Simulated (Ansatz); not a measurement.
An Ansatz (a program for electronic structure) input (DFT with PBEsol, PAW potentials and a 420 eV plane-wave cutoff in Ansatz, no SOC):

Ansatz 0.2 input:
```yaml
crystal:
  lattice:
    - [2.2664286025, 0, 0]
    - [1.1332143013, 1.9627847457, 0]
    - [0, 0, 3.5491044684]
  atoms:
    - { symbol: Be, position: [0.6666666667, 0.6666666667, 0.75] }
    - { symbol: Be, position: [0.3333333333, 0.3333333333, 0.25] }
basis: { ecutwfc: 420, ecutrho_ratio: 4, xc_grid: 2, fft_grid_basis: typed }
kpoints: { mp_grid: { grid: [29, 29, 16] } }
hamiltonian:
  xc: pbesol
  dispersion: none
  pseudopotentials: { kind: paw }
scf: { occupations: { method: fermi_dirac, width: 0.1 } }
relax: { f_tol: 0.005, max_steps: 50, cell: { stress_tol: 0.01, fix: [a, b, gamma] } }
output: { forces: true, stress: true }
checkpoint: { write: state.ck, write_every: 1000 }
```

Q: Which symmetry and how many k-points will the program report, and about how many plane waves at Γ?

A: Space group P63/mmc (ITA 194) with 24 operations, k-points 765 of 13456, and 311 plane waves at Γ.

Q: And the final pressure?

A: -1.13 GPa (compression positive).

The cells carry an imposed strain or load. Whether these cells are dynamically stable was not tested. The cell was made from Be in the hcp (Mg type) structure (space group P6_3/mmc, No. 194) by this change: biaxial strain +0.50 %, plane normal [001], relaxed out of plane.
